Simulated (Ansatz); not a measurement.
# Input and output of a self-consistent single point for MgCd (P4/mmm, 2 atoms in the cell) (Ansatz)

Method of the run: LDA (PW92), default PAW files made with PBE (plane waves; Ansatz, a program for electronic structure).

This input was run:

Ansatz 0.2 input:
```yaml
# MgCd
crystal:
  lattice:
    - [3.32423300, 0.00000000, 0.00000000]
    - [0.00000000, 3.32423300, 0.00000000]
    - [0.00000000, 0.00000000, 3.84704700]
  atoms:
    - { symbol: Mg, position_ang: [1.66211650, 1.66211650, 1.92352350] }
    - { symbol: Cd, position_ang: [0.00000000, 0.00000000, 0.00000000] }
basis:
  ecutwfc: 420.0
kpoints:
  mp_grid:
    grid: [10, 10, 9]
hamiltonian:
  xc: lda
  pseudopotentials:
    kind: paw
scf:
  occupations:
    method: fermi_dirac
    width: 0.1
output:
  forces: true
  eigenvalues: true
  stress: true
```

The program printed (abridged):

```
WARN ansatz: RAYON_NUM_THREADS=1 ignored (pool sized by the plan → 1); use --threads N
Pseudopotentials: kind: paw
Pseudopotential: Mg, paw, valence charge 10
Pseudopotential: Cd, paw, valence charge 20
Crystal: 2 atoms, lattice volume = 42.512 Å³
Basis set: ecut = 420 eV, 821 PW (Γ)
Bands: 19, of which v1, the nominal top of the filled ones, is band 15 counted from 1 (14 counted from 0)
Symmetry: 16 space group operations
Space group: P4/mmm (ITA 123), of the structure as read, at distance tolerance 3.5e-5 Å
k-points: 105 of 900
PAW frozen core: Mg, regenerated for the run's functional, and the local potential with it
PAW frozen core: Cd, regenerated for the run's functional, and the local potential with it
Initial density: superposition of atomic densities (neutral atoms: chi_scale 0, normalization atom), corrected by the library's trained network
Initial wavefunctions: pseudopotential atomic-orbital guess
Eigensolver: davidson
Functional: x = slater, c = lda
SCF iter   1: F=—  HF=-10019.717401 eV  |F-HF|=—  |Δ(HF+E_count)|=         —  Δρ=8.18e-3  dr2=1.56e-2  ethr=1.77e-3  ⟨swp⟩=5.1  Hψ=8449  notcnv=0
all-band conjugate gradients solve this SCF's bands
preconditioner: auto → Kerker (q_TF=auto, 2.574 Å⁻¹)
SCF iter   2: F=—  HF=-10019.709840 eV  |F-HF|=—  |Δ(HF+E_count)|=   7.56e-3  Δρ=2.71e-3  dr2=1.48e-3  ethr=5.20e-5  ⟨swp⟩=2.0  Hψ=4258  notcnv=0
SCF iter   3: F=—  HF=-10019.709377 eV  |F-HF|=—  |Δ(HF+E_count)|=   4.63e-4  Δρ=8.69e-4  dr2=2.03e-4  ethr=4.92e-6  ⟨swp⟩=2.0  Hψ=3230  notcnv=0
SCF iter   4: F=—  HF=-10019.709386 eV  |F-HF|=—  |Δ(HF+E_count)|=   9.08e-6  Δρ=1.86e-4  dr2=2.58e-5  ethr=6.77e-7  ⟨swp⟩=1.5  Hψ=2062  notcnv=0
SCF iter   5: F=—  HF=-10019.709416 eV  |F-HF|=—  |Δ(HF+E_count)|=   3.03e-5  Δρ=6.74e-5  dr2=2.37e-6  ethr=8.60e-8  ⟨swp⟩=2.4  Hψ=2546  notcnv=0
SCF iter   6: F=—  HF=-10019.709415 eV  |F-HF|=—  |Δ(HF+E_count)|=   6.40e-7  Δρ=1.45e-5  dr2=1.13e-7  ethr=7.89e-9  ⟨swp⟩=2.6  Hψ=3087  notcnv=0
SCF iter   7: F=-10019.709415 eV  HF=-10019.709415 eV  |F-HF|=3.84e-9  |Δ(HF+E_count)|=   2.64e-8  Δρ=4.30e-6  dr2=9.47e-9  ethr=3.33e-10  ⟨swp⟩=4.2  Hψ=6488  notcnv=0
SCF 1 converged in 7 iterations: F = -10019.709415 eV  dr2 = 9.47e-9
SCF converged after 7 iterations
Free energy (F): -10019.709415 eV
Harris-Foulkes:  -10019.709415 eV  (|F-HF|=3.84e-9)
Internal energy: -10019.686849 eV  (E = F + TS)
E sigma→0 (E₀):  -10019.698132 eV
Entropy (-TS):   -0.022567 eV (-11.283 meV/atom)
Fermi energy:    10.344140 eV
--- Per-component energies (eV) ---
  E_band       = -789.649723
  E_kinetic    = 580.935962
  E_local      = -4783.937914  (includes V_loc(G=0)·N_el)
  E_nonlocal   = 134.962393
  E_hartree    = 2052.623804
  E_xc         = -204.784953
  E_vxc        = -259.436882  (∫ρ·V_xc dr)
  E_paw        = -4216.825800  (= ΣΔE_a)
  E_vpaw       = -567.419659  (= ΣTr[D̂ρ^β])
  E_aug_tail   = 0.000015  (compensation charges beyond the density's cutoff)
  E_ewald      = -3583.577404
  E_core_change = 0.917048  (= ΣΔE_core)
  E_smearing   = -0.022567  (= −TS)
  E_closure    = -0.000000  (closes the sum)
  Σ components = -10019.709415   (vs F -10019.709415, Δ=0.00e0)
--- Forces (eV/Å), atoms counted from 1 ---
  atom   1  Mg    -0.00000000    -0.00000000     0.00000000
  atom   2  Cd     0.00000000     0.00000000     0.00000000
  max |Σ_I F_I| component: 3.28e-28 eV/Å
--- Stress (GPa, compression-positive) ---
       -3.536315      -0.000000      -0.000000
       -0.000000      -3.536315       0.000000
       -0.000000       0.000000      -3.606139
  P = ⅓ Tr σ = -3.5596 GPa (-35.596 kbar)
  The stress holds the Pulay correction. Without it, at fixed plane waves, as pw.x and ABINIT print it: P = -3.5745 GPa
--- Band table (eV; the first three rows and the last of 105) ---
  k-point 0: bands = ["-92.3943", "-65.2999", "-53.5274", "-53.5041", "-53.5041", "-32.7283", "-32.7191", "-32.7191", "1.1169", "1.2235", "1.6499", "1.6499", "1.7719", "2.1391", "11.9315", "14.4256", "15.3328", "15.3328", "17.0969"]
  k-point 1: bands = ["-92.3943", "-65.2999", "-53.5275", "-53.5041", "-53.5041", "-32.7285", "-32.7191", "-32.7191", "1.1202", "1.2414", "1.6411", "1.6411", "1.7727", "2.2749", "10.6770", "15.4763", "15.4763", "15.8606", "17.1315"]
  k-point 2: bands = ["-92.3943", "-65.2999", "-53.5277", "-53.5041", "-53.5041", "-32.7291", "-32.7190", "-32.7190", "1.1286", "1.2813", "1.6189", "1.6189", "1.7747", "2.6887", "8.8546", "15.8961", "15.8961", "17.2272", "18.1263"]
  k-point 104: bands = ["-92.3936", "-65.2988", "-53.5270", "-53.5116", "-53.5116", "-32.7286", "-32.7286", "-32.7282", "1.1552", "1.2506", "1.2506", "1.8181", "2.0350", "10.9881", "10.9881", "11.0533", "12.2506", "13.0827", "13.0827"]
```

The run converged in 7 iterations.

The starting cell comes from a database of computed structures (which also holds hypothetical and non-ambient phases and stackings), without a prior relaxation at this level. Its lattice was rescaled by up to half a per cent. With a pressure of about -4 GPa the cell is away from its equilibrium volume at this level. Ansatz's pressure includes its estimate of the finite-basis (Pulay) stress.
